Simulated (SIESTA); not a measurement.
Input and output of a self-consistent single point for a (001) slab of Mg (cut from a parent of space group no. 194; 4 atoms in the cell) (SIESTA).

Method: LDA PW92, numerical atomic orbitals TZP, PseudoDojo LDA standard norm-conserving potentials (rewritten from UPF to PSML) in SIESTA.

```
CELL_PARAMETERS angstrom
      3.20037     0.00000     0.00000
     -1.60018     2.77160     0.00000
      0.00000     0.00000    21.79160
ATOMIC_POSITIONS crystal
  Mg 0.66667 0.33333 0.44041
  Mg 0.33333 0.66667 0.32122
  Mg 0.66667 0.33333 0.67878
  Mg 0.33333 0.66667 0.55959
```

Reference input (self-consistent single point, DFT, LDA PW92, numerical atomic orbitals TZP, PseudoDojo LDA standard norm-conserving potentials (rewritten from UPF to PSML)): XC.functional = LDA; XC.authors = PW92; potentials = PseudoDojo LDA standard; PAO.BasisSize = TZP; PAO.EnergyShift = 0.01 Ry; MeshCutoff = 300 Ry; kgrid.MonkhorstPack = 11 11 1; OccupationFunction = FD; ElectronicTemperature = 0.1 eV; MaxSCFIterations = 150; SCF.Mixer.Method = Broyden; SCF.Mixer.Weight = 0.1. This run's input differs from it in these lines:

```diff
@@ -29,4 +29,4 @@
 %block kgrid.MonkhorstPack
-   11   0   0  0.0
-    0  11   0  0.0
+    9   0   0  0.0
+    0   9   0  0.0
     0   0   1  0.0
```

The program printed (abridged):

```
        iscf     Eharris(eV)        E_KS(eV)     FreeEng(eV)     dDmax    Ef(eV) dHmax(eV)
   scf:    1    -6441.546366    -6447.433911    -6447.511606  1.069037 -2.910643  3.810565
   scf:    2    -6447.590506    -6447.583710    -6447.665421  0.055643 -2.856363  3.458843
   scf:    3    -6447.610700    -6447.597522    -6447.679253  0.008849 -2.886790  3.069570
   scf:    4    -6447.737018    -6447.672011    -6447.756538  0.106176 -3.190778  0.131032
   scf:    5    -6447.672159    -6447.672106    -6447.756648  0.001864 -3.196102  0.033199
   [... 7 lines left out ...]
   scf:   13    -6447.672039    -6447.672038    -6447.756741  0.000017 -3.181587  0.001252
   scf:   14    -6447.672040    -6447.672039    -6447.756741  0.000014 -3.181569  0.001127
   scf:   15    -6447.672041    -6447.672040    -6447.756741  0.000012 -3.181559  0.001015
   scf:   16    -6447.672042    -6447.672041    -6447.756741  0.000010 -3.181552  0.000914
SCF Convergence by DM+H criterion
max |DM_out - DM_in|         :     0.0000099935
max |H_out - H_in|      (eV) :     0.0009138284
SCF cycle converged after 16 iterations

Using DM_out to compute the final energy and forces

siesta: E_KS(eV) =            -6447.6720

siesta: E_KS - E_eggbox =     -6447.6720

siesta: Atomic forces (eV/Ang):
     1   -0.000003    0.000002    0.085685
     2    0.000002   -0.000001    0.014067
     3   -0.000002    0.000001   -0.014068
     4    0.000003   -0.000002   -0.085684
   Tot    0.000000   -0.000000   -0.000000
   Max    0.085685
   Res    0.035449    sqrt( Sum f_i^2 / 3N )
   Max    0.085685    constrained

Stress tensor Voigt[x,y,z,yz,xz,xy] (kbar):       16.51       16.51        2.77       -0.00        0.00       -0.00
(Free)E + p*V (eV/cell)    -6449.1959
   [... lines left out ...]
siesta: FreeEng =     -6447.756741
   [... lines left out ...]

siesta: Cell volume =        193.294775 Ang**3

siesta: Pressure (static):
siesta:                Solid            Molecule  Units
siesta:          -0.00008109         -0.00007485  Ry/Bohr**3
siesta:          -0.00744536         -0.00687255  eV/Ang**3
siesta:         -11.92877652        -11.01104352  kBar

siesta: Electric dipole (a.u.)  =   -0.000000   -0.000000   -0.000000
siesta: Electric dipole (Debye) =   -0.000000   -0.000000   -0.000001
```

The run converged in 16 iterations. Against the reference run the free energy goes up by 10.7 meV/atom and the largest force goes from 0.060 to 0.086 eV/Å.

The starting cell has typed, rounded lattice constants, without a prior relaxation at this level. The slab is cut from that crystal, and its faces are unrelaxed. Its lattice was rescaled by up to half a per cent. Values carry the incompleteness of an atom-centred basis.
